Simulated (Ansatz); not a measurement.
Take InSe in the beta-GaS type structure (space group P6_3/mmc, No. 194; a = 3.953 Å, c = 16.309 Å; layered, stacked along the Cartesian z axis) as the base. Axes: x lies along a and z along c of the hexagonal cell.

The change: compressive biaxial strain of 4.27 % in the plane normal to [001], as in epitaxy on a mismatched substrate; the out-of-plane cell vector and the atoms relax.

Levels (all Ansatz, an electronic-structure program, PAW): PBEsol-D3(BJ) (420 eV, without spin-orbit coupling); r2SCAN (500 eV, spin-orbit coupling left out).

The geometry is relaxed with PBEsol-D3(BJ).

| Property | Result |
|---|---|
| PBEsol-D3(BJ) band gap | 1.09 eV |
| PBEsol-D3(BJ) smallest direct gap | 1.14 eV |
| PBEsol-D3(BJ) gap character | indirect, k = (0, 0.100, 0) in the run's primitive reciprocal basis → Γ |

Problem. What does r2SCAN give at this geometry for the band gap, smallest direct gap and gap character?

Solution. The band gap increases by 0.36 eV to 1.45 eV; the smallest direct gap increases by 0.55 eV, from 1.14 eV to 1.69 eV; the gap character becomes indirect, k = (0, 0.100, 0) in the run's primitive reciprocal basis → K (PBEsol-D3(BJ): indirect, k = (0, 0.100, 0) in the run's primitive reciprocal basis → Γ).

Single points use the geometry relaxed with PBEsol-D3(BJ). Stability against distortions was not tested.
